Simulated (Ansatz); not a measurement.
CaB6-type YB6

All values below come from PBEsol in Ansatz (PAW).

Settings: plane-wave cutoff 520 eV, 14×14×14 k mesh, Fermi–Dirac smearing 0.05 eV, scalar-relativistic PAW data made under PBE.

Cell: relaxed at this level.

```
Property                                           Value
------------------------------------------  ------------
equilibrium volume per atom                 9.67 Å³/atom
bulk modulus                                     177 GPa
band gap                                            none
lattice constant a                               4.075 Å
pressure derivative B′ of the bulk modulus           3.6
```

Measured, for comparison: equilibrium volume per atom 9.94 Å³/atom (temperature not stated, not corrected to a static lattice; as tabulated in Wikipedia's data pages). Computed (rounded) less measured: equilibrium volume per atom -2.7 %.

Note: the relaxation could not lower the start's symmetry, so the cell can be a saddle point above a distorted one.

Spin–orbit coupling is not included.

Static lattice: no zero-point or thermal effects.

The result took around 4 core-minutes (rough).

Ansatz is a first-principles code.
